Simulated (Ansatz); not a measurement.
# A computed series for ZnAu: response to strain

The parent structure is ZnAu in the CsCl type structure (space group Pm-3m, No. 221; a = 3.129 Å; relaxed with 0.1 eV smearing). Axes: x, y, z lie along the cube axes.

Strains are applied to the cell and any free atomic positions relax.

Method: PBEsol, PAW, 420 eV (Ansatz, a program for electronic structure; no spin-orbit coupling).

Notes on the quantities. energy relative to the base: free energy F; pressure: mean of the normal stresses, compression positive.

| variant | shortest interatomic distance | energy relative to the base | pressure |
|---|---|---|---|
| base | 2.709 Å | 0 meV/atom | 0.0 GPa |
| tensor shear ε_xy = +0.57 % | 2.699 Å | +0.4 meV/atom | 0.0 GPa |
| tensor shear ε_xy = +1.43 % | 2.684 Å | +2.3 meV/atom | 0.1 GPa |
| tensor shear ε_xy = +2.00 % | 2.673 Å | +4.4 meV/atom | 0.3 GPa |
| tensor shear ε_xy = +1.14 % | 2.689 Å | +1.4 meV/atom | 0.1 GPa |
| tensor shear ε_xy = +1.71 % | 2.679 Å | +3.2 meV/atom | 0.2 GPa |
| tensor shear ε_xy = +0.29 % | 2.704 Å | +0.1 meV/atom | 0.0 GPa |
| tensor shear ε_xy = +0.86 % | 2.694 Å | +0.8 meV/atom | 0.1 GPa |

Whether these cells are dynamically stable was not tested.
